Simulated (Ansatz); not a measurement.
SnS (Cmcm, No. 63, 4 atoms in the cell; start mp-1379; a measured phase of this formula has another space group)

The numbers are results of LDA in Ansatz (plane waves, PAW), not measurements.

Run with plane-wave cutoff 500 eV, 12×12×8 k mesh (along the axes of the cell as run), gaussian smearing 0.02 eV, scalar-relativistic PAW data made under PBE.

Cell (relaxed at this level):

SnS has the orthorhombic space group Cmcm (No. 63), Pearson symbol oS8. Lattice parameters: a = 3.679 Å, b = 10.888 Å, c = 5.579 Å, α = 90.00°, β = 90.00°, γ = 90.00°. Sn on 4c sees 2 S at 2.566 Å and 2 S at 2.840 Å. S on 4c is surrounded by 2 Sn at 2.566 Å and 2 Sn at 2.840 Å. (Neighbours: up to the widest gap in distance over summed covalent radii, below 1.35, at either atom; cation-cation and far metal-metal contacts left out.)
(The calculation used a cell of 4 atoms; values per cell refer to that cell.)

```
Item                            Value
--------  ---------------------------
band gap  0.20 eV (on the SCF k mesh)
```

Note: the relaxation could not lower the start's symmetry, so the cell can be a saddle point above a distorted one.

Spin–orbit coupling is not included.

Computed values are for the static lattice.

The result took around 2.4 core-minutes (rough).

A start named mp-… is a Materials Project structure, which need not be a measured phase.

Ansatz is an electronic-structure program.
